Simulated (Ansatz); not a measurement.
Consider the following.

A slab with vacuum along the third vector:

```xyz
4
Lattice="2.7886 0.0000 0.0000 -1.3943 2.4150 0.0000 0.0000 0.0000 23.0000" Properties=species:S:1:pos:R:3 pbc="T T T"
Pd     0.0000     1.6100     8.0901
Pd     1.3943     0.8050    10.3689
Pd     0.0000     0.0000    12.6311
Pd     0.0000     1.6100    14.9099
```

Set-up: 4 atoms, 6.8 Å thick at the start (thin: gaps and levels are the slab's own); mesh 15x15x1; 0.1 eV smearing; dipole correction on; all atoms relaxed; symmetry of the start imposed; no spin, no spin-orbit, no U.

**Question.** Give the surface energy (mean of both faces) at the level Ansatz (a program for electronic structure) with PBE.

**Answer.** 85 meV/Å²

**Question.** Estimate the work function of the top face that PBE returns for this input.

**Answer.** 5.24 eV
